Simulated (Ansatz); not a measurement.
We consider La₂S₃ (Pnma, No. 62), described by r²SCAN+rVV10 in Ansatz (plane waves, PAW).

Run with plane-wave cutoff 500 eV, 6×10×4 k mesh (along the axes of the cell as run), Fermi–Dirac smearing 0.05 eV, scalar-relativistic PAW data made under PBE.

Computed at the level's own relaxed cell.

Give the computed equilibrium volume per atom and band gap.


- equilibrium volume per atom: 24.95 Å³/atom
- band gap: 1.28 eV (on the SCF k mesh)

Measured, for comparison: band gap 2.73 eV (temperature not stated, not corrected to a static lattice; as tabulated in Kim et al. (2020), doi:10.1038/s41597-020-00723-8).

Note: the relaxation could not lower the start's symmetry, so the cell can be a saddle point above a distorted one.

Spin–orbit coupling is not included.

The computed numbers hold no vibrational or temperature effects.

Cost on a shared machine: about 50 core-minutes (a rough figure).

Ansatz is a first-principles code.
